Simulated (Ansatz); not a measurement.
**Pressure series in ScAl3**

Consider ScAl3 in the Cu3Au type structure (space group Pm-3m, No. 221; a = 4.106 Å).

Cell and atoms are relaxed at each pressure.

Method: PBE (Ansatz, a first-principles code), no spin-orbit coupling.

Notes on the quantities. enthalpy: H = E + PV relative to the base's energy.

```json
[
 {"case": "base", "enthalpy": "–", "volume per atom": "17.30 Å³"},
 {"case": "pressure −2 GPa", "enthalpy": "-0.22 eV/atom", "volume per atom": "17.73 Å³"},
 {"case": "pressure −1 GPa", "enthalpy": "-0.11 eV/atom", "volume per atom": "17.51 Å³"},
 {"case": "pressure 3 GPa", "enthalpy": "+0.32 eV/atom", "volume per atom": "16.75 Å³"},
 {"case": "pressure 7 GPa", "enthalpy": "+0.73 eV/atom", "volume per atom": "16.13 Å³"},
 {"case": "pressure 15 GPa", "enthalpy": "+1.51 eV/atom", "volume per atom": "15.16 Å³"},
 {"case": "pressure 30 GPa", "enthalpy": "+2.86 eV/atom", "volume per atom": "13.86 Å³"},
 {"case": "pressure 50 GPa", "enthalpy": "+4.51 eV/atom", "volume per atom": "12.68 Å³"},
 {"case": "pressure 75 GPa", "enthalpy": "+6.41 eV/atom", "volume per atom": "11.64 Å³"},
 {"case": "pressure 100 GPa", "enthalpy": "+8.16 eV/atom", "volume per atom": "10.87 Å³"}
]
```

Load acts through the strain it causes; cell and atoms are relaxed under it. Whether these cells are dynamically stable was not tested. Competing high-pressure phases were not computed. All final runs are without spin polarisation.
